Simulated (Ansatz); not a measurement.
The structure below was relaxed with plane-wave PAW DFT at the PBEsol level (Ansatz, a quantum-chemistry and plane-wave program, 420 eV), spin-orbit coupling left out, at pressure 4.5 GPa.

```
Zr
1.0
    3.13346     0.00000     0.00000
   -1.56673     2.71365     0.00000
    0.00000     0.00000     5.06238
Zr
2
Direct
  0.66667   0.33333   0.75000
  0.33333   0.66667   0.25000
```

Problem. Find the space group and the Wyckoff positions.

Solution. Space group P6₃/mmc (No. 194); a = b = 3.1335 Å, c = 5.0624 Å, α = β = 90.00°, γ = 120.00°

| atom | site | symmetry | x | y | z |
|---|---|---|---|---|---|
| Zr | 2c | -6m2 | 0.3333 | 0.6667 | 0.2500 |

Problem. Describe the coordination.

Solution. The crystal has 2 atoms in its conventional cell. Conventional cell: a = b = 3.133 Å, c = 5.062 Å, α = β = 90.00°, γ = 120.00°. Zr is coordinated by 12 Zr at 3.111–3.133 Å (anticuboctahedral). (Neighbours: up to the widest gap in distance over summed covalent radii, below 1.35, at either atom.)

Load acts through the strain it causes; cell and atoms are relaxed under it. Whether these cells are dynamically stable was not tested. All final runs are without spin polarisation. Measured, Zr leaves this structure (for the ω phase) near 3 GPa (temperature not stated; as listed in C. Cazorla, D. Alfè, M. J. Gillan, Physical Review B (2008)). The cell was made from Zr in the hcp (Mg type) structure (space group P6_3/mmc, No. 194) by this change: pressure 4.5 GPa.
